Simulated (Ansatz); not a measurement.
Base system: HfO$_{2}$ in the fluorite structure (space group Fm-3m, No. 225; a = 5.059 Å). Axes: x, y, z lie along the cube axes.

Structures relaxed with DFT with r2SCAN, PAW potentials and a 500 eV plane-wave cutoff in Ansatz (a quantum-chemistry and plane-wave program), without spin-orbit coupling, earlier PAW set.

Base:

Simulated powder pattern, Co Kα, λ = 1.79026 Å (kinematic, ideal powder, no thermal factors, no anomalous dispersion; the 8 strongest lines at most, above 2 %, up to 2θ = 90°):

```csv
2θ (°),I/Imax (%),hkl
35.69,100,(111)
41.45,34,(200)
60.06,49,(220)
71.87,44,(311)
75.61,9.5,(222)
```

Modification: the cell is stretched by 1.30 % along y with no lateral relaxation; the atoms relax in the strained cell.

After the change:

Simulated powder pattern, Co Kα, λ = 1.79026 Å (kinematic, ideal powder, no thermal factors, no anomalous dispersion; the 8 strongest lines at most, above 2 %, up to 2θ = 90°):

| 2θ (°) | I/Imax (%) | hkl |
|---|---|---|
| 35.54 | 100 | (111) |
| 40.89 | 11 | (020) |
| 41.45 | 22 | (200) |
| 59.64 | 33 | (220) |
| 60.06 | 16 | (202) |
| 71.00 | 15 | (131) |
| 71.77 | 29 | (311) |
| 75.23 | 9.5 | (222) |

The indices refer to the base's conventional cell; one index is shown for lines that coincide. The space group is now I4/mmm (No. 139).

No phonon test of stability was made. This is not the structure that HfO2 has at room temperature and ambient pressure.
